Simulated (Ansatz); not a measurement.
Start from SrO in the rock salt structure (space group Fm-3m, No. 225; a = 5.160 Å). Axes: x, y, z lie along the cube axes.

Method: DFT with r2SCAN, PAW potentials and a 500 eV plane-wave cutoff in Ansatz (a quantum-chemistry and plane-wave program), without spin-orbit coupling, earlier PAW set.

Before the change:

| Item | Value |
|---|---|
| Valence-band top at Γ | 0.00, 0.00, 0.00 eV |
| Band gap | 3.80 eV |

Perturbation: a free-standing slab of 3 layers (6 atoms, 2 a layer) is cut normal to the z axis, with 15 Å of vacuum and the in-plane cell held at bulk.

What happens to the valence-band top at Γ, band gap, gap character and excess energy per area of both faces?

The valence-band top at Γ (three highest levels, from the VBM) becomes 0.00, 0.00, -0.08 eV (base: 0.00, 0.00, 0.00 eV); the band gap drops by 0.935 eV, from 3.80 eV to 2.86 eV; the gap character amounts to direct at Γ; the excess energy per area of both faces (slab less bulk energy over the cell's area: twice a surface energy) is 1.27 J/m².

The excess energy carries the mismatch between the slab's and the bulk's meshes. No phonon test of stability was made. Labels are those of the standard path for the cell's own space group.
